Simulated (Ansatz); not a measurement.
**A computed series for AlP: point defects**

The parent structure is a 24-atom supercell of AlP in the zinc blende structure (space group F-43m, No. 216; a = 5.470 Å) at its relaxed geometry.

One neutral defect a cell, atoms relaxed at fixed cell.

The values are results of Ansatz (a program for electronic structure) PBEsol, no SOC, earlier PAW set, not measurements.

Candidates:
(a) Al on a P site (antisite)
(b) P on a Al site (antisite)
(c) Al interstitial (started 2.23 Å from the nearest host atom)
(d) Nb on a Al site

For the base:

- Pressure = 0.0 GPa

Question: Order them by pressure, highest first.

Answer: (a) Al on a P site (antisite) (1.9 GPa), (c) Al interstitial (started 2.23 Å from the nearest host atom) (1.5 GPa), (d) Nb on a Al site (1.0 GPa), (b) P on a Al site (antisite) (-0.3 GPa)

The magnetic state is the one reached from the starting moments; the real material's order can differ, and small cells can't hold many antiferromagnetic ones. The cell is small, so the values are those of an ordered compound at a high defect concentration; dilute-limit values will differ. The mesh was chosen for an insulator and is coarse for the gapless case. Starting moments died away, wholly or in part, for Al on a P site (antisite), P on a Al site (antisite) and Al interstitial (started 2.23 Å from the nearest host atom); another magnetic solution may exist.
